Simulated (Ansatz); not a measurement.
Ga on the Si site (silicon host)

Calculation: PBE, PAW (plane waves to 420 eV; Ansatz, a first-principles code). A 2×2×2 supercell of 64 sites was used; the energies come from a 2×2×2 shifted sampling of its zone. Site at the start: the Si site. Charged cells carry a point-charge image correction with potential alignment at far atoms. Dielectric constants: PBE linear response of the host. Host gap at this level: 0.61 eV. These values are not converged in cell size to better than tenths of an eV. The semilocal functional narrows the gap, so deep levels can fall outside it. Spin–orbit coupling is left out. Each state is the lowest found from its start.

Formation energies E_f are given with the Fermi level at the valence-band maximum. Chemical conditions: host crystal and elements as references (Δμ(Si) = 0.00 eV, Δμ(Ga) = 0.00 eV; Ga taken from its element, since no compound that bounds it was computed at this level; only phases computed here count, gases as isolated molecules at 0 K). Reference phases: Ga: alpha gallium, Si: silicon.

| charge | moment (μB) | point group | largest move off a lattice site (Å) | image correction with alignment (eV) | E_f, host crystal and elements as references (eV) |
|---|---|---|---|---|---|
| +1* | not spin-polarised | – | 0.06 | – | – |
| 0* | fractional | – | 0.04 | – | – |
| −1 | not spin-polarised | Td | 0.03 | 0.10 | 0.81 |

* At this level the carrier isn't localised at the defect: at charge +1 holes occupy the valence band; at charge 0 holes occupy the valence band. Such a state is shallow or no state of the defect, and this cell gives it no level.

Point groups are those of the whole cell at tolerances of 0.03 and 0.1 Å ("near" where only the looser one holds); none is given for unsettled states.

All states together cost roughly 18 core-minutes.
